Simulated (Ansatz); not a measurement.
Response to strain in WS2

Consider WS2 (space group P6_3/mmc, No. 194; a = 3.115 Å, c = 11.772 Å; layered, stacked along the Cartesian z axis). Axes: x lies along a and z along c of the hexagonal cell.

Strains are applied to the cell and any free atomic positions relax.

Method: Ansatz (a first-principles code), PBEsol-D3(BJ), PAW, cutoff 420 eV, no spin-orbit coupling.

Notes on the quantities. energy relative to the base: free energy F.

| uniaxial strain ε_zz (%) | energy relative to the base (meV/atom) |
|---|---|
| -3 | 5.6 |
| -2.4 | 3.4 |
| -1.8 | ? |
| -1.2 | 0.8 |
| -0.6 | 0.2 |
| 0 | 0.0 |

Question: Fit ΔE = Aε² + Bε³ (ε in %) to the rows shown and predict the withheld row.

Answer: Least squares on the printed values gives A = 0.485 and B = -0.045 meV/atom (largest residual 0.0 meV/atom); this predicts 1.8 meV/atom, and the run gives 1.9 meV/atom, in agreement.

No phonon test of stability was made.
